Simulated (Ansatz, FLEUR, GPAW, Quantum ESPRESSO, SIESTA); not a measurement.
**One structure in several programs: V3Sn (Pm-3n, 8 atoms in the cell)**

Self-consistent single point, at a second geometry (lattice scaled by 0.98). First geometry:

```xyz
8
Lattice="4.8166 0.0000 0.0000 0.0000 4.8166 0.0000 0.0000 0.0000 4.8166" Properties=species:S:1:pos:R:3 pbc="T T T"
V      2.4083     1.2042     0.0000
V      2.4083     3.6125     0.0000
V      1.2042     0.0000     2.4083
V      3.6125     0.0000     2.4083
V      0.0000     2.4083     1.2042
V      0.0000     2.4083     3.6125
Sn     2.4083     2.4083     2.4083
Sn     0.0000     0.0000     0.0000
```

Shared settings, as Ansatz (a first-principles code) writes them: kpoints.mp_grid.grid = 5 5 5; scf.occupations.method = fermi_dirac; scf.occupations.width = 0.1 eV. Potentials and cutoffs stand in the table.

```json
[
 {"code": "SIESTA", "model": "LDA PW92, numerical atomic orbitals DZP, PseudoDojo LDA standard norm-conserving potentials (rewritten from UPF to PSML)", "ΔF from the first geometry (meV/atom)": "44.6", "pressure (GPa)": "16.11", "cutoff": "grid 400 Ry"},
 {"code": "Ansatz", "model": "LDA (PW92), PAW files made with PBE", "ΔF from the first geometry (meV/atom)": "58.1", "pressure (GPa)": "18.73", "cutoff": "420 eV"},
 {"code": "Quantum ESPRESSO", "model": "LDA (PZ), GBRV 1.5 ultrasoft (LDA) pseudopotentials", "ΔF from the first geometry (meV/atom)": "59.0", "pressure (GPa)": "17.82", "cutoff": "50 Ry"},
 {"code": "GPAW", "model": "LDA (Perdew-Wang 92), GPAW PAW datasets LDA (gpaw-data 1.0.1)", "ΔF from the first geometry (meV/atom)": "59.3", "pressure (GPa)": "19.09", "cutoff": "850 eV"},
 {"code": "FLEUR", "model": "LDA (Vosko-Wilk-Nusair), all-electron FLAPW (FLEUR), scalar-relativistic valence", "ΔF from the first geometry (meV/atom)": "60.2", "pressure (GPa)": "–", "cutoff": "Kmax 3.8 1/bohr"}
]
```

For Quantum ESPRESSO (by 1.2 GPa) the energy change implies a higher mean pressure, against the two pressures, than for the other programs: a sign of finite-basis (Pulay) stress.

A dash marks a value that a program does not give, or that is left out as unsure.

On Ansatz's run: spin polarisation is off.

The spread over the programs that give each value: ΔF from the first geometry within 15.6 meV/atom; pressure within 2.98 GPa.

SIESTA uses small atom-centred bases, whose incompleteness enters pressures, forces and empty levels differently from a plane-wave cutoff. FLEUR treats all electrons, but the usual bases taken here (sphere radii, linearisation, local orbitals, empty states) were not tested for convergence, so the values are no reference for the others. Ansatz's pressure is given at a fixed set of plane waves, as the other plane-wave codes print theirs; with its correction for the finite basis it is 18.86 GPa. The same LDA comes in different parametrisations, which differ slightly. In the pressure, SIESTA (by 2.62) lies more than 1 GPa from the median of the plane-wave programs.

The starting cell comes from a database of computed structures (which also holds hypothetical and non-ambient phases and stackings), without a prior relaxation at this level. Its lattice was rescaled by a random factor within 2.5 % of one. For this run, on top of that: lattice scaled by 0.98.

Keys are those of Ansatz 0.2.
